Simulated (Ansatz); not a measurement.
L1₀ (CuAu-type) FePt, treated with PBEsol in Ansatz (PAW).

Run with plane-wave cutoff 500 eV, 20×20×16 k mesh (along the axes of the cell as run), Fermi–Dirac smearing 0.1 eV, spin-polarised with parallel moments, scalar-relativistic PAW data made under PBE.

Cell (relaxed at this level):

```xyz
2
Lattice="2.6890 0.0000 0.0000 0.0000 2.6890 0.0000 0.0000 0.0000 3.7141" Properties=species:S:1:pos:R:3 pbc="T T T"
Fe     0.0000     0.0000     0.0000
Pt     1.3445     1.3445     1.8570
```

### Question
Give the computed magnetic moment (largest site, within a sphere).

### Answer

magnetic moment (largest site, within a sphere): 2.88 μB

Moments are spin moments.

Spin–orbit coupling is not included.

The computed numbers hold no vibrational or temperature effects.

It cost around 7 core-minutes (rough) of CPU time.

Ansatz is an electronic-structure program.
